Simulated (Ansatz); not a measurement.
Take Ga2O3 (space group R-3m, No. 166; a = 2.9881 Å, c = 22.8522 Å (hexagonal axes); a hypothetical phase, not in the database extracts checked) as the base. Axes: x lies along a and z along c of the hexagonal cell.

It is then changed as follows: compressive biaxial strain of 2.22 % in the plane normal to [001], as in epitaxy on a mismatched substrate; the out-of-plane cell vector and the atoms relax.

Levels (all Ansatz, an electronic-structure program, PAW): PBEsol (420 eV, no spin-orbit coupling); HSE06 (420 eV, without spin-orbit coupling).

The geometry is relaxed with PBEsol.

| Item | Result |
|---|---|
| PBEsol lowest conduction level above the VBM at special points | Γ 3.28 eV; T 3.75 eV; L 4.98 eV |

Problem. Predict the lowest conduction level above the VBM at special points from HSE06.

Solution. The lowest conduction level above the VBM at special points goes from Γ 3.28 eV; T 3.75 eV; L 4.98 eV to Γ 5.01 eV; T 5.49 eV; L 6.92 eV.

Single points use the geometry relaxed with PBEsol. HSE06 was sampled on its mesh, a few special points and the semilocal edge points, so its gap is an upper bound. The levels and masses belong to the bands next to the band gap. Stability against distortions was not tested.
